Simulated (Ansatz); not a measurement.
The reference is BaLiF3 in the cubic perovskite structure (space group Pm-3m, No. 221; a = 3.9585 Å; a cell from a computed database, its experimental status unchecked).

Levels (all Ansatz, a quantum-chemistry and plane-wave program, PAW): PBEsol (420 eV, without spin-orbit coupling); r2SCAN (500 eV, without spin-orbit coupling); HSE06 (420 eV, spin-orbit coupling left out).

At the geometry relaxed with PBEsol, these levels gave the following band gaps, in shuffled order: (a) 7.43 eV, (b) 6.62 eV, (c) 8.78 eV.

Match each gap to its level.

(a) r2SCAN; (b) PBEsol; (c) HSE06.

Single points use the geometry relaxed with PBEsol. Stability against distortions was not tested. Many cubic perovskites are stable only at high temperature; tilts and polar distortions were not tested.
